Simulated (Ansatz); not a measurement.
Input and output of a self-consistent single point for NaI (Fm-3m, 2 atoms in the cell) (Ansatz, an electronic-structure program).

Level of theory: PBE with spin-orbit coupling (plane waves, PAW; Ansatz).

```
CELL_PARAMETERS angstrom
      0.00000     3.23500     3.23500
      3.23500     0.00000     3.23500
      3.23500     3.23500     0.00000
ATOMIC_POSITIONS crystal
  Na 0.00000 0.00000 0.00000
  I  0.50000 0.50000 0.50000
```

Reference input (self-consistent single point, DFT, PBE, plane waves, default PAW files): basis.ecutwfc = 420 eV; kpoints.mp_grid.grid = 9 9 9; hamiltonian.xc = pbe; hamiltonian.pseudopotentials = {kind: paw} (the program's default PAW files); scf.occupations.method = fermi_dirac; scf.occupations.width = 0.05 eV. This run's input differs from it in these lines:

Ansatz 0.2 input:
```diff
@@ -15,2 +15,5 @@
   pseudopotentials: { kind: paw }
+magnetization:
+  noncollinear: true
+  spin_orbit: true
 scf:
```

Output, abridged:

```
SCF iter   1: F=—  HF=-9006.035819 eV  |F-HF|=—  |Δ(HF+E_count)|=         —  Δρ=5.61e-2  dr2=2.11e0  dr2_m=0.00e0 (ungated)  ethr=3.10e-3  |M|=0.00e0 ∫|m|=0.00e0 μB  |m|>n=0.0e0 m-floor=0.0e0 τ_xc=0.0e0  β_m=0.30  ⟨swp⟩=11.9  Hψ=3662  notcnv=0  defer=12
all-band conjugate gradients solve this SCF's bands
preconditioner: auto → none
   [... lines left out ...]
SCF iter   6: F=—  HF=-9004.937988 eV  |F-HF|=—  |Δ(HF+E_count)|=   3.05e-5  Δρ=1.78e-5  dr2=1.55e-7  dr2_m=0.00e0 (ungated)  ethr=1.36e-7  |M|=0.00e0 ∫|m|=0.00e0 μB  |m|>n=0.0e0 m-floor=0.0e0 τ_xc=0.0e0  β_m=0.81  ⟨swp⟩=2.0  Hψ=837  notcnv=0  defer=106
SCF iter   7: F=-9004.937988 eV  HF=-9004.937988 eV  |F-HF|=1.67e-8  |Δ(HF+E_count)|=   3.97e-7  Δρ=3.36e-6  dr2=5.89e-9  dr2_m=0.00e0 (ungated)  ethr=3.85e-10  |M|=0.00e0 ∫|m|=0.00e0 μB  |m|>n=0.0e0 m-floor=0.0e0 τ_xc=0.0e0  ⟨swp⟩=12.7  Hψ=3236  notcnv=0
SCF 1 converged in 7 iterations: F = -9004.937988 eV  dr2 = 5.89e-9
Magnetization: |M| = 0.0000 μB,  M = (+0.0000, +0.0000, +0.0000) μB
Absolute magnetization: 0.0000 μB (∫|m|)
  site 0: m = (+0.0000, +0.0000, +0.0000) μB, |m| = 0.0000 μB  (R = 1.33 Å)
  site 1: m = (+0.0000, +0.0000, +0.0000) μB, |m| = 0.0000 μB  (R = 1.33 Å)
Free energy (F): -9004.937988 eV
Internal energy: -9004.937988 eV  (E = F + TS)
E sigma→0 (E₀):  -9004.937988 eV
Fermi energy:    5.091879 eV
--- Forces (eV/Å), atoms counted from 1 ---
  atom   1  Na     0.00000000    -0.00000000    -0.00000000
  atom   2  I      0.00000000    -0.00000000     0.00000000
--- Stress (GPa, compression-positive) ---
        0.462854       0.000000      -0.000000
        0.000000       0.462854      -0.000000
       -0.000000       0.000000       0.462854
  P = ⅓ Tr σ = 0.4629 GPa (4.629 kbar)
  The stress holds the Pulay correction. Without it, at fixed plane waves, as pw.x and ABINIT print it: P = 0.4524 GPa
```

The run converged in 7 iterations. Against the reference run the pressure moves little (0.44 to 0.46 GPa) and the gap on the mesh goes from 3.648 to 3.310 eV.

The starting cell has typed, rounded lattice constants, without a prior relaxation at this level. Ansatz's pressure includes its estimate of the finite-basis (Pulay) stress.
